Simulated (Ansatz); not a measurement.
Ansatz (a quantum-chemistry and plane-wave program) run on Ti4Ru (Fmmm, 5 atoms in the cell): self-consistent single point.

Computed with PBEsol, PAW files made with PBE (plane waves; Ansatz).

```
CELL_PARAMETERS angstrom
      0.00000     2.42301    11.28828
      1.58978     0.00000    11.28828
      1.58978     2.42301     0.00000
ATOMIC_POSITIONS crystal
  Ti 0.40962 0.40962 0.59038
  Ti 0.59038 0.59038 0.40962
  Ti 0.80307 0.80307 0.19693
  Ti 0.19693 0.19693 0.80307
  Ru 0.00000 0.00000 0.00000
```

Reference input (self-consistent single point, DFT, PBEsol, plane waves, PAW files made with PBE): basis.ecutwfc = 420 eV; kpoints.mp_grid.grid = 9 9 9; hamiltonian.xc = pbesol; hamiltonian.pseudopotentials = {kind: paw} (the program's default PAW files); scf.occupations.method = gaussian; scf.occupations.width = 0.136 eV. This run's input differs from it in these lines:

Ansatz 0.2 input:
```diff
@@ -12,3 +12,3 @@
 basis:
-  ecutwfc: 420.0
+  ecutwfc: 630.0
 kpoints:
```

Output (repeated stretches shortened):

```
SCF iter   1: F=—  HF=-15738.210949 eV  |F-HF|=—  |Δ(HF+E_count)|=         —  Δρ=3.19e-1  dr2=7.93e2  ethr=3.10e-3  ⟨swp⟩=4.5  Hψ=16093  notcnv=0
all-band conjugate gradients solve this SCF's bands
preconditioner: auto → Kerker (q_TF=auto, 2.592 Å⁻¹)
SCF iter   2: F=—  HF=-15714.662788 eV  |F-HF|=—  |Δ(HF+E_count)|=    2.35e1  Δρ=1.15e-1  dr2=3.84e1  ethr=3.10e-3  ⟨swp⟩=8.5  Hψ=25764  notcnv=0  defer=60
   [... lines left out ...]
SCF iter  11: F=—  HF=-15712.454610 eV  |F-HF|=—  |Δ(HF+E_count)|=   8.90e-7  Δρ=2.26e-5  dr2=1.86e-6  ethr=1.62e-8  ⟨swp⟩=1.1  Hψ=4858  notcnv=0  defer=71
SCF iter  12: F=-15712.454610 eV  HF=-15712.454610 eV  |F-HF|=3.32e-8  |Δ(HF+E_count)|=   6.74e-8  Δρ=3.16e-6  dr2=3.48e-8  ethr=1.56e-10  ⟨swp⟩=12.9  Hψ=25723  notcnv=0
the search or the solves at the SCF's close seem to have found levels that the self-consistency loop had missed (the run counts 1) …
SCF 1 converged in 12 iterations: F = -15712.454610 eV  dr2 = 3.48e-8
Free energy (F): -15712.454610 eV
Internal energy: -15712.373985 eV  (E = F + TS)
E sigma→0 (E₀):  -15712.414297 eV
Entropy (-TS):   -0.080625 eV (-16.125 meV/atom)
Fermi energy:    13.792911 eV
--- Forces (eV/Å), atoms counted from 1 ---
  atom   1  Ti     0.00000000     0.00000000     0.56997628
  atom   2  Ti     0.00000000     0.00000000    -0.56997628
  atom   3  Ti     0.00000000     0.00000000    -0.01847789
  atom   4  Ti     0.00000000     0.00000000     0.01847789
  atom   5  Ru     0.00000000     0.00000000    -0.00000000
--- Stress (GPa, compression-positive) ---
      -13.038028       0.000000       0.000000
        0.000000     -11.917046       0.000000
        0.000000       0.000000     -13.174786
  P = ⅓ Tr σ = -12.7100 GPa (-127.100 kbar)
  The stress holds the Pulay correction. Without it, at fixed plane waves, as pw.x and ABINIT print it: P = -12.7183 GPa
```

The run converged in 12 iterations. Against the reference run the free energy drops by 1.8 meV/atom, the pressure moves little (-12.69 to -12.71 GPa) and the largest force moves little (0.567 to 0.570 eV/Å).

The starting cell comes from a database of computed structures (which also holds hypothetical and non-ambient phases and stackings), without a prior relaxation at this level. Its lattice was rescaled by a random factor within 2.5 % of one. Spin polarisation is off. Ansatz's pressure includes its estimate of the finite-basis (Pulay) stress.

Cost on one core of a shared machine: roughly 50 s.
